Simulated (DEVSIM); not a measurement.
Structure: abrupt GaP p-n junction, at 300 K.

Layer 1 from the left is GaP, thickness (μm) 5.50, Na (cm⁻³) 5.2e14, τn (s) 6.6e-7, τp (s) 6.6e-7. Layer 2 from the left is GaP, thickness (μm) 180, Nd (cm⁻³) 9.6e15, τn (s) 6.6e-7, τp (s) 6.6e-7.

Left contact: ohmic. Right contact: ohmic. Voltage is applied to the left contact. Recombination: SRH at mid-gap, radiative, Auger. Mobility is μmin + (μ − μmin)/(1 + (N/Nref)^α).

This is a model device: material constants are rounded textbook-type values typed into the input, and sizes, dopings and lifetimes were drawn at random. Values at 300 K.

GaP: gap (eV) 2.26, affinity (eV) 3.8, permittivity 11.1, Nc (cm⁻³) 1.8e19, Nv (cm⁻³) 1.9e19, μn (cm²/Vs) 250, μp (cm²/Vs) 150, μn,min 10, μp,min 10, Nref,n 4.4e18, Nref,p 1e18, αn 0.8, αp 0.85, B (cm³/s) 1e-13, Cn (cm⁶/s) 1e-30, Cp (cm⁶/s) 1e-30.

DEVSIM, 1D drift-diffusion, Boltzmann statistics, complete ionisation; no tunnelling, impact ionisation, image-force lowering or self-heating.

Dark forward current:

```csv
|V| (V),|J| (A/cm²)
0.70,1.592e-12
0.75,4.301e-12
0.80,1.164e-11
0.85,3.155e-11
0.90,8.570e-11
0.95,2.334e-10
1.00,6.377e-10
1.05,1.750e-9
1.10,4.841e-9
1.15,1.358e-8
1.20,3.914e-8
1.25,1.194e-7
1.30,4.044e-7
1.35,1.613e-6
1.40,7.775e-6
1.45,4.380e-5
1.50,0.0002715
1.55,0.001761
1.60,0.01143
1.65,0.06714
1.70,0.2794
1.75,0.7234
1.80,1.346
1.85,2.080
1.90,2.884
1.95,3.738
```

Problem. Work out the local ideality factor n = ΔV / (kT/q · ln(J2/J1)) between the rows 0.70 and 0.75 V, 1.55 and 1.60 V, 1.90 and 1.95 V.

Solution. kT/q = 25.85 mV. From 0.70 to 0.75 V: ln(4.301e-12/1.592e-12) = 0.994, n = 1.95, near the 2 of recombination in the depletion region. From 1.55 to 1.60 V: ln(0.01143/0.001761) = 1.870, n = 1.03, near the 1 of diffusion or emission over a barrier. From 1.90 to 1.95 V: ln(3.738/2.884) = 0.259, n = 7.46.

Problem. Estimate the current at 1.55 V from the Shockley equation with J0 = Σ q ni² D/(N L) coth(W/L), τ joining the SRH, radiative and Auger lifetimes that are on, and W taken as the whole layer.

Solution. ni² = 3.67 cm⁻⁶; electrons in the p layer: μ = 250 cm²/Vs, D = 6.46 cm²/s, τ = 6.60e-7 s, L = 20.6 μm, W/L = 0.27, term 1.36e-29 A/cm²; holes in the n layer: μ = 147 cm²/Vs, D = 3.81 cm²/s, τ = 6.60e-7 s, L = 15.9 μm, W/L = 11, term 1.47e-31 A/cm². J0 = 1.37e-29 A/cm², and J = J0 exp(qV/kT) = 0.00151 A/cm². The simulation gives 0.00176 A/cm²; the estimate lies 14 % below. The estimate leaves out recombination in the depletion region and that region's share of W.
